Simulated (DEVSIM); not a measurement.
Device: Ti/SiON/p-Si capacitor, at 300 K.

| layer (left to right) | material | thickness (nm) | Na (cm⁻³) |
|---|---|---|---|
| 1 | SiON | 3.60 | - |
| 2 | Si | 9600 | 3.6e15 |

Metal gate on the left, work function 4.33 eV. Fixed charge at the semiconductor interface 7.2e11 cm⁻² (in units of +e); no interface traps.

This is a model device: material constants are rounded textbook-type values typed into the input, and sizes, dopings and lifetimes were drawn at random. Values at 300 K.

```tsv
parameter	SiON	Si
gap (eV)	7	1.124
affinity (eV)	1.4	4.05
permittivity	5.5	11.7
Nc (cm⁻³)	-	2.86e19
Nv (cm⁻³)	-	3.1e19
```

DEVSIM, 1D Poisson equation in equilibrium, Boltzmann statistics, complete ionisation; no quantum confinement or tunnelling. Metal contacts follow the ideal Schottky-Mott rule: no Fermi-level pinning, no interface dipoles.

### Question
Tabulate band edges, carrier densities and field at -0.2 V on the gate.

### Answer
Energies count from the Fermi level of the right contact; mesh points crowd at the junctions.

```tsv
x (μm)	Ec (eV)	Ev (eV)	n (cm⁻³)	p (cm⁻³)	field (V/cm)
0.000	3.130	-3.870	< 1e2	< 1e2	-190000
0.001151	3.108	-3.892	< 1e2	< 1e2	-190000
0.002477	3.083	-3.917	< 1e2	< 1e2	-190000
0.003600	0.412	-0.712	3.4e12	3.4e7	-87000
0.005990	0.417	-0.707	2.8e12	4.2e7	22000
0.01045	0.427	-0.697	1.9e12	6.1e7	22000
0.02113	0.450	-0.674	7.7e11	1.5e8	21000
0.05963	0.529	-0.595	3.7e10	3.1e9	19000
0.1314	0.653	-0.471	3.0e8	3.8e11	15000
0.3034	0.835	-0.289	270000	4.3e14	6000
0.6814	0.889	-0.235	33000	3.6e15	45
2.080	0.890	-0.234	32000	3.6e15	≈ 0
4.804	0.890	-0.234	32000	3.6e15	≈ 0
7.547	0.890	-0.234	32000	3.6e15	≈ 0
8.909	0.890	-0.234	32000	3.6e15	≈ 0
9.307	0.890	-0.234	32000	3.6e15	≈ 0
9.477	0.890	-0.234	32000	3.6e15	≈ 0
9.548	0.890	-0.234	32000	3.6e15	≈ 0
9.586	0.890	-0.234	32000	3.6e15	≈ 0
9.597	0.890	-0.234	32000	3.6e15	≈ 0
9.601	0.890	-0.234	32000	3.6e15	≈ 0
9.604	0.890	-0.234	32000	3.6e15	≈ 0
```
